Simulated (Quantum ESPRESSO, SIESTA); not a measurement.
A Quantum ESPRESSO input for a self-consistent single point of SnO2 (P4_2/mnm, 6 atoms in the cell) (DFT, PBE, plane waves, GBRV 1.5 ultrasoft (PBE) pseudopotentials):

```fortran
&CONTROL
  calculation = 'scf'
  outdir = './tmp/'
  pseudo_dir = './'
  tprnfor = .true.
  tstress = .true.
/
&SYSTEM
  ibrav = 0
  celldm(1) = 8.8770659492
  nat = 6
  ntyp = 2
  ecutwfc = 40
  ecutrho = 200
  occupations = 'smearing'
  smearing = 'fd'
  degauss = 0.00147
/
&ELECTRONS
  conv_thr = 1.0d-10
/
ATOMIC_SPECIES
Sn   118.7100  sn_pbe_v1.4.uspp.F.UPF
O     15.9990  o_pbe_v1.2.uspp.F.UPF
CELL_PARAMETERS {alat}
   1.0000000000     0.0000000000     0.0000000000
   0.0000000000     1.0000000000     0.0000000000
   0.0000000000     0.0000000000     0.6731628314
ATOMIC_POSITIONS {crystal}
Sn    0.5000000000    0.5000000000    0.5000000000
Sn    0.0000000000    0.0000000000    0.0000000000
O     0.1940300000    0.8059700000    0.5000000000
O     0.8059700000    0.1940300000    0.5000000000
O     0.6940300000    0.6940300000    0.0000000000
O     0.3059700000    0.3059700000    0.0000000000
K_POINTS {automatic}
4 4 5  0 0 0
```

Q: Write the same calculation as an input for SIESTA.

A: One input that does it (others would too):

```
# files in the folder: Sn.psml O.psml (PseudoDojo PBE standard)
SystemName  SnO2
SystemLabel SnO2

NumberOfAtoms                6
NumberOfSpecies              2
%block ChemicalSpeciesLabel
  1 50 Sn
  2 8 O
%endblock ChemicalSpeciesLabel
LatticeConstant              1.0 Ang
%block LatticeVectors
     4.697541000    0.000000000    0.000000000
     0.000000000    4.697541000    0.000000000
     0.000000000    0.000000000    3.162210000
%endblock LatticeVectors
AtomicCoordinatesFormat      Fractional
%block AtomicCoordinatesAndAtomicSpecies
     0.500000000    0.500000000    0.500000000  1
     0.000000000    0.000000000    0.000000000  1
     0.194030000    0.805970000    0.500000000  2
     0.805970000    0.194030000    0.500000000  2
     0.694030000    0.694030000    0.000000000  2
     0.305970000    0.305970000    0.000000000  2
%endblock AtomicCoordinatesAndAtomicSpecies

XC.functional                GGA
XC.authors                   PBE
PAO.BasisSize                TZP
PAO.EnergyShift              0.01 Ry
MeshCutoff                   300 Ry
%block kgrid.MonkhorstPack
    4   0   0  0.0
    0   4   0  0.0
    0   0   5  0.0
%endblock kgrid.MonkhorstPack
OccupationFunction           FD
ElectronicTemperature        0.02 eV

MaxSCFIterations             150
SCF.Mixer.Method             Pulay
SCF.Mixer.Weight             0.25
SCF.Mixer.History            8
SCF.DM.Tolerance             1.0E-05
Diag.ParallelOverK           true
WriteForces                  true
```

Basis settings and potentials, where a program has them, do not carry over. This input uses DFT, GGA PBE, numerical atomic orbitals TZP, PseudoDojo PBE standard norm-conserving potentials (rewritten from UPF to PSML).

The starting cell comes from a database of computed structures (which also holds hypothetical and non-ambient phases and stackings), without a prior relaxation at this level. Its lattice was rescaled by a random factor within 2.5 % of one. For this run, on top of that: lattice scaled by 0.98.
